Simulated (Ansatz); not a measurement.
# WS2 under a change: S → Se

Start from WS₂ in the 2H-MoS2 type structure (space group P6_3/mmc, No. 194; a = 3.1148 Å, c = 11.7731 Å; layered, stacked along the Cartesian z axis).

Now apply this change: Se takes the place of S on all its sites, then cell and atoms are relaxed.

Calculations: PBEsol-D3(BJ)/PAW in Ansatz (a program for electronic structure), spin-orbit coupling left out. k-mesh 12×12×3 (Γ-centred); smearing 0.05 eV (Fermi–Dirac).

```tsv
quantity	base	changed	shift
volume per atom	16.49 Å³	18.70 Å³	+2.21 Å³
density	8.33 g/cm³	10.12 g/cm³	+1.79 g/cm³
lattice parameter a	3.115 Å	3.231 Å	+0.116 Å
c/a ratio	3.780	3.842	+0.062
space group	P6_3/mmc (No. 194)	P6_3/mmc (No. 194)	–
shortest interatomic distance	2.389 Å	2.511 Å	+0.122 Å
band gap	0.65 eV	0.67 eV	+0.02 eV
smallest direct gap	1.92 eV	1.65 eV	-0.27 eV
valence-band top at Γ (three highest levels, from the VBM)	0.00, -1.26, -1.60 eV	0.00, -0.78, -1.47 eV	–
```

Cost of the whole job for the changed cell (relaxation, final SCF and bands): about 110 core-seconds (a rough figure).

Spin-orbit coupling, missing from the scalar runs, can matter with W. Stability against distortions was not tested.
